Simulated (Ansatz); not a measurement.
# Hypothetical cubic perovskite CaHfSe3, pressure series

Take CaHfSe₃ in the cubic perovskite structure (space group Pm-3m, No. 221; a = 5.189 Å; a hypothetical phase, not in the database extracts checked) as the base.

Cell and atoms are relaxed at each pressure.

All numbers come from DFT with PBE, PAW potentials and a 420 eV plane-wave cutoff in Ansatz (an electronic-structure program), no SOC.

```csv
pressure (GPa),volume per atom (Å³/atom)
-2,28.906
-1,28.406
0,27.938
0.3,?
0.7,27.644
1.5,27.323
3,26.762
7.5,25.362
10,24.713
```

Q: Fit the third-order Birch–Murnaghan form P(V) = (3B₀/2)[(V₀/V)^(7/3) − (V₀/V)^(5/3)]·[1 + (3/4)(B₀′ − 4)((V₀/V)^(2/3) − 1)] (squares taken in P) to the rows shown and predict the withheld row.

A: Least squares on the printed values gives V₀ = 27.945 Å³/atom, B₀ = 63.5 GPa, B₀′ = 4.0; this predicts 27.815 Å³/atom, and the run gives 27.812 Å³/atom, 0.003 lower.

A case with no gap was solved on a k-mesh chosen for an insulator, which is coarse for it. Load acts through the strain it causes; cell and atoms are relaxed under it. Stability against distortions was not tested. Competing high-pressure phases were not computed. The final runs are not spin-polarised. Many cubic perovskites are stable only at high temperature; tilts and polar distortions were not tested.
